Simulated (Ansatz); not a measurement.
**What biaxial strain −1.50 %, plane normal [001], relaxed out of plane does to Pd**

The reference is Pd in the fcc (Cu type) structure (space group Fm-3m, No. 225; a = 3.910 Å; relaxed with 0.1 eV smearing). Axes: x, y, z lie along the cube axes.

Now apply this change: biaxial strain −1.50 %, plane normal [001], relaxed out of plane (Cartesian); in-plane vectors clamped, the third vector and the atoms free.

Computed with Ansatz (a quantum-chemistry and plane-wave program), r2SCAN, PAW, cutoff 500 eV, without spin-orbit coupling. Settings: 29×29×29 k-points, 0.1 eV Fermi–Dirac smearing.

The space group goes from Fm-3m (No. 225) to I4/mmm (No. 139) and the shortest interatomic distance shrinks by 4.1 pm to 272.4 pm. The energy rises by 2.9 meV/atom and the pressure (mean of the normal stresses, compression positive) goes from zero to 1.5 GPa. The band gap stays zero and the out-of-plane strain amounts to +2.32 %. The ratio −ε⊥/ε∥ comes out as 1.54.

Final structure (turned so that z lies along the plane normal):

```
CELL_PARAMETERS angstrom
      2.72359     0.00000     0.00000
      0.00000     2.72359     0.00000
      1.36180    -1.36180     2.00049
ATOMIC_POSITIONS crystal
  Pd 0.00000 0.00000 0.00000
```

Cost of the whole job for the changed cell (relaxation, final SCF and bands): about 3 core-minutes (a rough figure).

Stability against distortions was not tested. The final runs are not spin-polarised. Pd has a high density of states at the Fermi level and may be magnetic at this level.
